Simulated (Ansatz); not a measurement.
## Short convergence ladders for a (110) slab of NaGa (cut from a parent of space group no. 63; 8 atoms in the cell)

```yaml
crystal:
  lattice:
    - [4.88306, 0.00000, 0.00000]
    - [0.00000, 4.53705, 0.00000]
    - [0.00000, 0.00000, 22.23429]
  atoms:
    - { symbol: Ga, position: [0.75000, 0.32516, 0.31483] }
    - { symbol: Ga, position: [0.25000, 0.24660, 0.48245] }
    - { symbol: Ga, position: [0.75000, 0.43952, 0.51755] }
    - { symbol: Ga, position: [0.25000, 0.36096, 0.68517] }
    - { symbol: Na, position: [0.75000, 0.93589, 0.42593] }
    - { symbol: Na, position: [0.25000, 0.63588, 0.37135] }
    - { symbol: Na, position: [0.75000, 0.05024, 0.62865] }
    - { symbol: Na, position: [0.25000, 0.75023, 0.57407] }
```

Base method: LDA (PW92), default PAW files made with PBE (plane waves; Ansatz, a first-principles code).

Base settings: basis.ecutwfc = 420 eV; kpoints.mp_grid.grid = 3 4 1; hamiltonian.xc = lda; hamiltonian.pseudopotentials = {kind: paw} (the program's default PAW files); scf.occupations.method = gaussian; scf.occupations.width = 0.1 eV.

The count of work is k-points × plane waves × bands × iterations; it is no time. Core times come from one kind of shared machine, to one figure; runs under 30 s give none.

**The vacuum**

The mesh stays at the base's, so the ladder's end is converged at best in this setting alone.

Only quantities that move along the ladder and can be compared are tabulated.

| vacuum between outermost atoms (Å) | free energy less the last step's (meV/atom) | largest difference of a force vector from the last step's (eV/Å) | count of work / last |
|---|---|---|---|
| 3.0 | -80.72 | 0.738 | 0.26 |
| 4.0 | -22.81 | 0.378 | 0.32 |
| 5.0 | -3.39 | 0.152 | 0.35 |
| 6.0 | 0.16 | 0.046 | 0.37 |
| 7.0 | 0.26 | 0.013 | 0.40 |
| 8.0 | 0.11 | 0.004 | 0.42 |
| 10.0 | 0.01 | 0.000 | 0.43 |
| 12.0 | 0.00 | 0.000 | 0.48 |
| 14.0 | 0.00 | 0.000 | 0.58 |
| 17.0 | 0.00 | 0.000 | 0.66 |
| 20.0 | 0.00 | 0.000 | 0.74 |
| 25.0 | -0.01 | 0.000 | 0.87 |
| 30.0 | 0.00 | 0.000 | 1.0 |

Smallest vacuum between outermost atoms (Å) that holds the forces within 0.005 eV/Å of the last step, with all finer ones: 8.0, at 0.42 of the last step's count of work; the step before is off by 0.013 eV/Å.

Smallest vacuum between outermost atoms (Å) that holds the free energy within 0.5 meV/atom of the last step, with all finer ones: 6.0, at 0.37 of the last step's count of work; the step before is off by 3.4 meV/atom.

**The k-point mesh**

Only quantities that move along the ladder and can be compared are tabulated.

```csv
kpoints.mp_grid.grid,free energy less the last step's (meV/atom),largest difference of a force vector from the last step's (eV/Å),count of work / last,core time / last (rough)
2 2 1,-75.79,0.101,0.056,–
3 3 1,27.36,0.195,0.056,–
3 4 1,8.30,0.188,0.083,–
4 4 1,16.40,0.085,0.12,–
4 5 1,6.56,0.152,0.10,–
5 5 1,-2.07,0.125,0.10,–
6 6 1,-0.67,0.051,0.18,–
7 7 1,0.44,0.016,0.18,–
8 9 1,0.91,0.025,0.31,0.3
9 10 1,-0.30,0.014,0.33,0.3
11 12 1,0.42,0.023,0.53,0.5
13 14 1,-0.10,0.010,0.62,0.6
15 16 1,0.29,0.013,0.90,0.9
17 19 1,0.00,0.000,1.0,1
```

Coarsest kpoints.mp_grid.grid that holds the forces within 0.02 eV/Å: not settled: the last two steps still differ by 0.013 eV/Å, over half the tolerance, so the ladder does not show it.

Coarsest kpoints.mp_grid.grid that holds the free energy within 5 meV/atom of the last step, with all finer ones: 5 5 1, at 0.10 of the last step's count of work; the step before is off by 6.6 meV/atom.

**The plane-wave cutoff**

The mesh stays at the base's, so the ladder's end is converged at best in this setting alone.

Only quantities that move along the ladder and can be compared are tabulated.

```tsv
basis.ecutwfc	free energy less the last step's (meV/atom)	largest difference of a force vector from the last step's (eV/Å)	count of work / last
210 eV	3910.06	0.091	0.12
250 eV	829.86	0.042	0.15
295 eV	103.57	0.012	0.21
355 eV	3.59	0.001	0.27
420 eV	0.85	0.000	0.35
505 eV	0.48	0.000	0.47
630 eV	0.29	0.000	0.65
840 eV	0.00	0.000	1.0
```

Coarsest basis.ecutwfc that holds the free energy within 5 meV/atom of the last step, with all finer ones: 355 eV, at 0.27 of the last step's count of work; the step before is off by 100 meV/atom.

Coarsest basis.ecutwfc that holds the forces within 0.005 eV/Å of the last step, with all finer ones: 355 eV, at 0.27 of the last step's count of work; the step before is off by 0.012 eV/Å.

On the base run: the starting cell comes from a database of computed structures (which also holds hypothetical and non-ambient phases and stackings), without a prior relaxation at this level. The slab is cut from that crystal, and its faces are unrelaxed. Its lattice was rescaled by up to half a per cent. Without a gap this mesh is coarse (it stands for a supercell whose shortest in-plane vector is 15 Å).

Left out of this page: 1 run of the series outside the window shown, repeating another row's setting, or not comparable.

Keys are those of Ansatz 0.2.
